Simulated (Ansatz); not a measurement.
Start from La₂O₃ (space group P-3m1, No. 164; a = 3.9403 Å, c = 6.1880 Å).

Levels (all Ansatz, a first-principles code, PAW): PBE (420 eV, scalar-relativistic without spin-orbit coupling); r2SCAN (500 eV, scalar-relativistic without spin-orbit coupling); HSE06 (420 eV, without spin-orbit coupling); PBE+SOC (420 eV, noncollinear with spin-orbit coupling).

One geometry, relaxed with PBE, under each level:

```json
[
 {"level": "PBE", "band gap": "3.83 eV", "lowest conduction level above the VBM at special points": "M 3.83 eV; K 3.86 eV; H 4.21 eV; Γ 4.23 eV", "pressure": "0.1 kbar"},
 {"level": "r2SCAN", "band gap": "4.23 eV", "lowest conduction level above the VBM at special points": "M 4.27 eV; K 4.23 eV; H 4.62 eV; Γ 4.71 eV", "pressure": "-13.0 kbar"},
 {"level": "HSE06", "band gap": "?", "lowest conduction level above the VBM at special points": "?", "pressure": "–"},
 {"level": "PBE+SOC", "band gap": "3.82 eV", "lowest conduction level above the VBM at special points": "M 3.82 eV; K 3.84 eV; H 4.20 eV; Γ 4.22 eV", "pressure": "-0.1 kbar"}
]
```

Problem. Give the withheld HSE06 results.

Solution. 
- HSE06, band gap: 5.29 eV
- HSE06, lowest conduction level above the VBM at special points: M 5.37 eV; K 5.29 eV; H 5.84 eV; Γ 6.00 eV

Single points use the geometry relaxed with PBE. Their cutoffs differ, which shifts pressures a little. The hybrid gap comes from the SCF mesh plus the semilocal run's edge points and a few special points and is an upper bound. Differences between runs with and without spin-orbit coupling are approximate. No phonon test of stability was made.
